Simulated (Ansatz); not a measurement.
NiO: O on a Ni site (antisite), symmetric start

Take an 8-atom supercell of NiO in the rock salt structure (space group Fm-3m, No. 225; a = 4.1157 Å; ferromagnetic) at its relaxed geometry as the base.

One thing is altered: one Ni atom is replaced by O, atoms relaxed at fixed cell.

All numbers come from plane-wave PAW DFT at the PBEsol level (Ansatz, an electronic-structure program, 420 eV), without spin-orbit coupling. Settings: 8×8×8 k-points, 0.05 eV Fermi–Dirac smearing.

- Pressure = -10.5 GPa (base 0.1 GPa)
- Energy gained by relaxation = 0.00 eV
- Largest displacement of a host atom from its site in the perfect cell = 0.00 Å
- Mean distance from the defect site to its nearest host atoms = 206 pm (base 206 pm)

Final structure:

```
CELL_PARAMETERS angstrom
     -4.11566     0.00000     0.00000
      0.00000     0.00000     4.11566
      0.00000     4.11566     0.00000
ATOMIC_POSITIONS crystal
  O  0.00000 0.00000 0.00000
  O  0.50000 0.00000 0.50000
  O  0.50000 0.50000 0.00000
  O  0.00000 0.50000 0.50000
  O  0.50000 0.50000 0.50000
  Ni 0.00000 0.50000 0.00000
  Ni 0.00000 0.00000 0.50000
  Ni 0.50000 0.00000 0.00000
```

The cell is small, so the values are those of an ordered compound at a high defect concentration; dilute-limit values will differ. The defect started on the symmetric site and kept its symmetry, so it may sit on a saddle. Seeded moments were not kept for O on a Ni site (antisite). No Hubbard U is applied and the magnetic state is the run's own (Ni3O5 without a net moment; NiO ferromagnetic); other magnetic orders, which need larger cells, were not tried and can change the gap. In its common phase, real NiO is an antiferromagnetic insulator at low temperature. The defect cell is spin-polarised and ends with 0.0 μB.
